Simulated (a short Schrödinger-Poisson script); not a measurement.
Structure: gated In0.52Al0.48As/In0.53Ga0.47As modulation-doped gas in a quantum well, at 20 K.

| layer | material | thickness (nm) | Nd (cm⁻³) | Na (cm⁻³) |
|---|---|---|---|---|
| 1 | In0.52Al0.48As | 30 | - | - |
| 2 | In0.52Al0.48As | 20 | 1.1e18 | - |
| 3 | In0.52Al0.48As | 2 | - | - |
| 4 | In0.53Ga0.47As | 20 | - | - |
| 5 | In0.52Al0.48As | 4000 | - | 7e15 |

Constants are typed, rounded textbook-type inputs, not results; the design itself was drawn at random and stands for no fabricated device. In0.52Al0.48As: permittivity 12.5, conduction-band edge (eV) 0.52, gap (eV) 1.45, electron mass (mₑ) 0.075, Nv at 300 K (cm⁻³) 1.1e19. In0.53Ga0.47As: permittivity 13.9, conduction-band edge (eV) 0, gap (eV) 0.74, Nv at 300 K (cm⁻³) 7.7e18.

Channel valleys (confinement mass, in-plane density-of-states mass, number): Γ 0.041, 0.041, 1. At the gate the conduction-band edge of layer 1 lies 0.65 eV − eVg above the Fermi level of the channel; the field vanishes at the back. Donor level 0.02 eV below the band edge. The barrier under the gate holds no holes. Gaps are held at their typed values at every temperature. Mesh 0.08 nm at interfaces.

From a short Schrödinger-Poisson script (our own, NumPy): 1D Poisson equation in equilibrium, electrons quantum, Hartree (BenDaniel-Duke, 40 states a valley, the channel's in-plane mass for all, wave functions free to enter the barrier), parabolic valleys, classical holes, donors ionised by Fermi statistics, acceptors fully, no traps, pinning or gate leakage.

The same stack at other levels of the model or other numerical settings:

| run | sheet density of all electrons at Vg = 0.4 V (cm⁻²) | sheet density of all electrons at Vg = -0.6 V (cm⁻²) | capacitance at Vg = 0.4 V (μF/cm²) | centroid of the channel electrons at Vg = 0.4 V (nm) | rough cost against the base |
|---|---|---|---|---|---|
| base | 1.48e12 | 3.11e11 | 0.193 | 5.60 | about 1 |
| electrons treated as classical, Boltzmann | (withheld) | 4.14e11 | (withheld) | (withheld) | 0.02 |
| electrons treated as classical, Fermi-Dirac | 1.51e12 | 3.33e11 | 0.192 | 4.87 | 0.09 |
| electrons treated as quantum, Hartree plus LDA exchange-correlation | 1.50e12 | 3.21e11 | 0.194 | 5.45 | 1 |
| mesh six times as coarse | 1.48e12 | 3.11e11 | 0.193 | 5.58 | 0.2 |
| one subband a valley | 1.47e12 | 3.11e11 | 0.189 | 5.21 | 0.2 |

### Question
Some entries are withheld; supply them.

### Answer

- electrons treated as classical, Boltzmann, centroid of the channel electrons at Vg = 0.4 V (nm): 0.26
- electrons treated as classical, Boltzmann, sheet density of all electrons at Vg = 0.4 V (cm⁻²): 1.74e12
- electrons treated as classical, Boltzmann, capacitance at Vg = 0.4 V (μF/cm²): 0.212

The classical rows ignore confinement, and Boltzmann statistics overrate the density once the band edge passes the Fermi level.
